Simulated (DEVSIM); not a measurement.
Device: GaAs p-i-n diode, at 300 K.

Layer 1 from the left is GaAs, thickness (μm) 0.160, Na (cm⁻³) 3.7e17, τn (s) 9.7e-8, τp (s) 9.7e-8. Layer 2 from the left is GaAs, thickness (μm) 1.10, Nd (cm⁻³) 6.3e13, τn (s) 9.7e-8, τp (s) 9.7e-8. Layer 3 from the left is GaAs, thickness (μm) 0.630, Nd (cm⁻³) 1.2e17, τn (s) 9.7e-8, τp (s) 9.7e-8.

Left contact: ohmic. Right contact: ohmic. Voltage is applied to the left contact. Recombination: SRH at mid-gap. Mobility is μmin + (μ − μmin)/(1 + (N/Nref)^α).

This is a model device: material constants are rounded textbook-type values typed into the input, and sizes, dopings and lifetimes were drawn at random. Values at 300 K.

GaAs: gap (eV) 1.424, affinity (eV) 4.07, permittivity 12.9, Nc (cm⁻³) 4.7e17, Nv (cm⁻³) 9e18, μn (cm²/Vs) 8500, μp (cm²/Vs) 400, μn,min 500, μp,min 20, Nref,n 6e16, Nref,p 1.5e17, αn 0.39, αp 0.38.

Model (solved in DEVSIM): 1D drift-diffusion, Boltzmann statistics, complete ionisation; no tunnelling, impact ionisation, image-force lowering or self-heating.

Task: What does the simulation give for the dark forward voltage at 100 A/cm², the dark forward voltage at 1 A/cm², the potential step across the device at zero bias?

Result: dark forward voltage at 100 A/cm² 1.128 V; dark forward voltage at 1 A/cm² 1.006 V; potential step across the device at zero bias 1.306 V.
